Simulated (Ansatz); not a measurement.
Consider a 32-atom cell of (Au,Pd) started in the face-centred cubic structure, site fractions Au 0.875, Pd 0.125, short-range order 0.00 among the nearest mixed sites of the first mixed sublattice (0 is random, a negative value favours unlike neighbours), space group Pm at the end. Its start:

```
CELL_PARAMETERS angstrom
      0.00000     0.00000     8.27931
      8.27965     0.00034     0.00000
      0.00034     8.27905     0.00000
ATOMIC_POSITIONS crystal
  Au 0.00219 0.49803 0.00417
  Au 0.00397 0.74798 0.25197
  Au 0.25000 0.74812 0.00234
  Au 0.00058 0.00184 0.00234
  Pd 0.00029 0.24995 0.25037
  Au 0.00410 0.49977 0.49570
  Au 0.00219 0.74971 0.74804
  Au 0.25000 0.25205 0.00603
  Pd 0.25000 0.50004 0.24996
  Pd 0.25000 0.75014 0.49955
  Au 0.49781 0.49803 0.00417
  Au 0.49603 0.74798 0.25197
  Au 0.75000 0.74969 0.00080
  Au 0.00215 0.00021 0.49763
  Au 0.00060 0.25030 0.74974
  Au 0.25000 0.00191 0.25192
  Au 0.25000 0.25220 0.49398
  Au 0.25000 0.50137 0.74808
  Au 0.49942 0.00184 0.00234
  Pd 0.49971 0.24995 0.25037
  Au 0.49590 0.49977 0.49570
  Au 0.49781 0.74971 0.74804
  Au 0.75000 0.25035 0.00400
  Au 0.75000 0.49649 0.25027
  Au 0.75000 0.74968 0.49921
  Au 0.25000 0.99864 0.74813
  Au 0.49785 0.00021 0.49763
  Au 0.49940 0.25030 0.74974
  Au 0.75000 0.00343 0.25030
  Au 0.75000 0.25030 0.49604
  Au 0.75000 0.49974 0.74974
  Au 0.75000 0.00025 0.74973
```

All values below come from PBE (plane waves to 420 eV, PAW; Ansatz, a first-principles code). No spin–orbit coupling. Its k-point mesh 5×5×5, Fermi–Dirac width 0.05 eV.

Question: Predict the alloy's volume and bond lengths.

Answer: 
* **volume per atom**: 17.60 Å³
* **Au–Au bonds (within 1.22 times the sum of covalent radii)**: 2.927 Å on average, from 2.869 to 2.976 (147)
* **Au–Pd bonds (within 1.22 times the sum of covalent radii)**: 2.893 Å on average, from 2.861 to 2.915 (42)
* **Pd–Pd bonds (within 1.22 times the sum of covalent radii)**: 2.919 Å on average, from 2.914 to 2.922 (3)
